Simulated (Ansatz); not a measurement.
## Si: uniaxial strain ε_zz = +1.50 %

The reference is Si in the diamond structure (space group Fd-3m, No. 227; a = 5.402 Å). Axes: x, y, z lie along the cube axes.

The change: uniaxial strain ε_zz = +1.50 %, all other strain components held at zero, atoms relaxed at fixed cell.

Computed with Ansatz (a first-principles code), LDA, PAW, cutoff 420 eV, scalar-relativistic without spin-orbit coupling. k-mesh 11×11×11 (Γ-centred); smearing 0.05 eV (Fermi–Dirac).

Space group: I4_1/amd (No. 141) (base Fd-3m (No. 227))
Shortest interatomic distance: 2.351 Å (base 2.339 Å)
Energy relative to the base (free energy F): +2.2 meV/atom
Pressure (mean of the normal stresses, compression positive): -1.40 GPa (base -0.01 GPa)
Band gap: 0.39 eV (base 0.45 eV)
Gap character: indirect, Γ → Γ–X (87 % along)
Smallest direct gap: 2.47 eV (base 2.53 eV)
Electron mass: 0.92 mₑ along k, 0.19 mₑ across (off the special points) (base 0.93 mₑ along k, 0.19 mₑ across (off the special points))
Valence-band top at Γ (three highest levels, from the VBM): 0.00, 0.00, -0.11 eV (base 0.00, 0.00, 0.00 eV)
Valley order (the lowest conduction-band minima on the path, energy above the VBM, named in the base's zone): a point along [100], about 1.0 Å⁻¹ from Γ 0.39 eV; a point along [001], about 1.0 Å⁻¹ from Γ 0.52 eV; L along [1-11] 1.38 eV (base a point along ⟨100⟩, about 1.0 Å⁻¹ from Γ 0.45 eV; L along ⟨111⟩ 1.48 eV)
Stress (xx, yy, zz, yz, xz, xy; compression positive): (-0.91, -0.91, -2.38, 0.00, 0.00, 0.00) GPa

Cost of the whole job for the changed cell (relaxation, final SCF and bands): roughly 11 core-seconds.

Effective masses come from finite differences of ±0.01 Å⁻¹. Along k means along the line from Γ to the band edge. No phonon test of stability was made. Labels are those of the standard path for the cell's own space group.
